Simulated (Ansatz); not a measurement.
Consider CaSnSe3 in the cubic perovskite structure (space group Pm-3m, No. 221; a hypothetical phase, not in the database extracts checked).

CaSnSe$_{3}$ has the cubic space group Pm-3m (No. 221), the cubic perovskite structure, Pearson symbol cP5. Conventional cell: a = 5.212 Å, b = 5.212 Å, c = 5.212 Å, α = 90.00°, β = 90.00°, γ = 90.00°. Ca on 1a is coordinated by 12 Se at 3.685 Å (cuboctahedral). Sn on 1b is surrounded by 6 Se at 2.606 Å (octahedral). Se on 3c is coordinated by 2 Sn at 2.606 Å and 4 Ca at 3.685 Å (octahedral). (Neighbours: up to the widest gap in distance over summed covalent radii, below 1.35, at either atom; cation-cation and far metal-metal contacts left out.)

Level of theory: plane-wave PAW DFT at the PBEsol level (Ansatz, an electronic-structure program, 420 eV), spin-orbit coupling left out.

For the base:

| Quantity | Result |
|---|---|
| Lattice parameter a | 5.212 Å |

Modification: a hydrostatic pressure of 5 GPa.

Question: What does the calculation give for the lattice parameter a after the change?

Answer: The lattice parameter a drops by 0.140 Å to 5.072 Å.

Load acts through the strain it causes; cell and atoms are relaxed under it. No phonon test of stability was made. No other phases were tried under pressure. The final runs are not spin-polarised. Many cubic perovskites are stable only at high temperature; tilts and polar distortions were not tested.
